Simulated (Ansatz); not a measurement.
**A computed series for InP: response to strain**

Consider InP in the zinc blende structure (space group F-43m, No. 216; a = 5.9070 Å). Axes: x, y, z lie along the cube axes.

Strains are applied to the cell and any free atomic positions relax; under biaxial strain the out-of-plane vector relaxes too.

Computed with r2SCAN (Ansatz, an electronic-structure program; PAW; 500 eV plane waves; without spin-orbit coupling).

Notes on the quantities. energy relative to the base: free energy F.

```csv
variant,band gap,energy relative to the base,ratio −ε⊥/ε∥,electron mass
base,1.03 eV,0 meV/atom,–,0.074 mₑ (at Γ)
"biaxial strain −3.00 %, plane normal [001], relaxed out of plane",1.07 eV,+14 meV/atom,1.07,"0.089 mₑ out of plane, 0.079 mₑ in plane (at Γ)"
"biaxial strain −2.50 %, plane normal [001], relaxed out of plane",1.06 eV,+9.9 meV/atom,1.07,"0.086 mₑ out of plane, 0.078 mₑ in plane (at Γ)"
"biaxial strain −2.00 %, plane normal [001], relaxed out of plane",1.06 eV,+6.3 meV/atom,1.07,"0.084 mₑ out of plane, 0.077 mₑ in plane (at Γ)"
"biaxial strain −1.50 %, plane normal [001], relaxed out of plane",1.05 eV,+3.5 meV/atom,1.08,"0.082 mₑ out of plane, 0.076 mₑ in plane (at Γ)"
"biaxial strain −1.00 %, plane normal [001], relaxed out of plane",1.05 eV,+1.5 meV/atom,1.08,–
"biaxial strain −0.50 %, plane normal [001], relaxed out of plane",1.04 eV,+0.4 meV/atom,–,0.075 mₑ (at Γ)
```

Effective masses come from finite differences of ±0.01 Å⁻¹. Stability against distortions was not tested.
